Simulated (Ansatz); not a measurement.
The parent structure is InP in the zinc blende structure (space group F-43m, No. 216; a = 5.907 Å). Axes: x, y, z lie along the cube axes.

Perturbation: uniaxial stress, 5 GPa compression along z, with the cell and atoms free to relax against it.

Levels (all Ansatz, a program for electronic structure, PAW): r2SCAN (500 eV, scalar-relativistic without spin-orbit coupling); HSE06+SOC (420 eV, with spin-orbit coupling).

The geometry is relaxed with r2SCAN.

| Item | Result |
|---|---|
| r2SCAN lowest conduction level above the VBM at special points | Γ 0.72 eV; M 1.12 eV; N 1.14 eV |
| r2SCAN valence-band top at Γ | 0.00, -0.63, -0.63 eV |

With HSE06+SOC at the same geometry, the lowest conduction level above the VBM at special points becomes Γ 1.03 eV; M 1.46 eV; N 1.51 eV (r2SCAN: Γ 0.72 eV; M 1.12 eV; N 1.14 eV); the valence-band top at Γ (three highest Kramers pairs, from the VBM) goes from 0.00, -0.63, -0.63 eV to 0.00, -0.60, -0.70 eV.

Single points use the geometry relaxed with r2SCAN. Differences between runs with and without spin-orbit coupling are approximate. The levels and masses belong to the bands next to the band gap. Load acts through the strain it causes; cell and atoms are relaxed under it. Stability under load was not tested beyond the relaxation. Labels are those of the standard path for the cell's own space group.
